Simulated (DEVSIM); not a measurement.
System: GaAs p-i-n diode, at 300 K.

| layer (left to right) | material | thickness (μm) | Nd (cm⁻³) | Na (cm⁻³) | τn (s) | τp (s) |
|---|---|---|---|---|---|---|
| 1 | GaAs | 0.160 | - | 3.7e17 | 9.7e-8 | 9.7e-8 |
| 2 | GaAs | 1.10 | 6.3e13 | - | 9.7e-8 | 9.7e-8 |
| 3 | GaAs | 0.630 | 1.2e17 | - | 9.7e-8 | 9.7e-8 |

Left contact: ohmic. Right contact: ohmic. Voltage is applied to the left contact. Recombination: SRH at mid-gap. Mobility is μmin + (μ − μmin)/(1 + (N/Nref)^α).

Constants are typed, rounded textbook-type inputs, not results; the design itself was drawn at random and stands for no fabricated device. Values at 300 K.

```csv
parameter,GaAs
gap (eV),1.424
affinity (eV),4.07
permittivity,12.9
Nc (cm⁻³),4.7e17
Nv (cm⁻³),9e18
μn (cm²/Vs),8500
μp (cm²/Vs),400
"μn,min",500
"μp,min",20
"Nref,n",6e16
"Nref,p",1.5e17
αn,0.39
αp,0.38
```

Model (solved in DEVSIM): 1D drift-diffusion, Boltzmann statistics, complete ionisation; no tunnelling, impact ionisation, image-force lowering or self-heating.

The thickness of layer 1 was swept, all else fixed.

```tsv
thickness of layer 1 (μm)	dark forward voltage at 100 A/cm² (V)	dark forward voltage at 1 A/cm² (V)
0.032	1.086	0.964
0.056	1.101	0.979
0.096	1.115	0.993
0.16	1.128	1.006
0.27	…	…
0.48	1.153	1.031
0.8	1.165	1.042
```

Task: Fill in the missing entries.

Result: 
- 0.27, dark forward voltage at 100 A/cm² (V): 1.140
- 0.27, dark forward voltage at 1 A/cm² (V): 1.019
